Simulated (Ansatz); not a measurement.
## CH3 on the 1x1 (111) surface of fcc Ir, one in a 2x2 cell, started at the site 'top Ir'

The numbers are results of r2SCAN, at the PBE geometry and the start's symmetry (plane waves to 500 eV, PAW; Ansatz, a quantum-chemistry and plane-wave program), not measurements.

Set-up: 20 atoms, 6.6 Å thick at the start under the adsorbate (thin: gaps and levels are the slab's own); mesh 6x6x1; 0.1 eV smearing; dipole correction on; single point; on the structure that PBE left under its start's symmetry; spin-polarised, no spin-orbit, no U, no dispersion correction. The starting moment vanished. The program's check for a lower electronic state was not made. At the end it is bonded to Ir. In PBE it is, or lies within 0.03 eV of, the lowest of the starts that converged; the order may differ at this level.

The adsorption energy against CH4(g) − ½ H2(g) at the same level comes out as 510 meV, the work function of the top face is 4.99 eV and the change of the work function comes out as -0.55 eV. The change of the step from the bottom to the top vacuum level, against the clean slab is -0.56 eV. The height of the binding atom over the mean of the host atoms within 0.3 Å of the top one is 2.242 Å and the magnetic moment of the cell is 0.00 μB. The nearest host atoms of the binding atom comes out as Ir at 2.13 Å, Ir at 3.56 Å, Ir at 3.56 Å and the cost is roughly 11 core-minutes.

A negative adsorption energy means that the adsorbate is more stable on the surface than in its reference.
